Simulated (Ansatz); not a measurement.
Start from Re in the hcp (Mg type) structure (space group P6_3/mmc, No. 194).

```cif
data_Re2
_chemical_formula_sum 'Re2'
_space_group_name_H-M_alt 'P63/mmc'
_space_group_IT_number 194
_space_group_name_Hall '-P 6c 2c'
_cell_length_a 2.75083
_cell_length_b 2.75083
_cell_length_c 4.44144
_cell_angle_alpha 90.000
_cell_angle_beta 90.000
_cell_angle_gamma 120.000
loop_
_atom_site_label
_atom_site_type_symbol
_atom_site_symmetry_multiplicity
_atom_site_Wyckoff_symbol
_atom_site_fract_x
_atom_site_fract_y
_atom_site_fract_z
_atom_site_occupancy
Re1 Re 2 d 0.66667 0.33333 0.25000 1
```

The values are results of PBEsol in Ansatz (plane waves to 420 eV, PAW, no SOC), not measurements.

One change was made to it. Results:

The shortest interatomic distance shrinks by 0.007 Å (2.730 Å → 2.723 Å); the density goes up by 0.16 g/cm³ to 21.41 g/cm³; the band gap stays zero.

**Question.** Which of these changes matches the shifts?
(A) pressure 3 GPa
(B) pressure 30 GPa
(C) pressure 100 GPa

**Answer.** A, pressure 3 GPa. For comparison, the shortest interatomic distance in the other runs: pressure 30 GPa gives 2.671 Å; pressure 100 GPa gives 2.575 Å.

Load acts through the strain it causes; cell and atoms are relaxed under it. Stability against distortions was not tested. Competing high-pressure phases were not computed. The final runs are not spin-polarised.

Ansatz is an electronic-structure program.
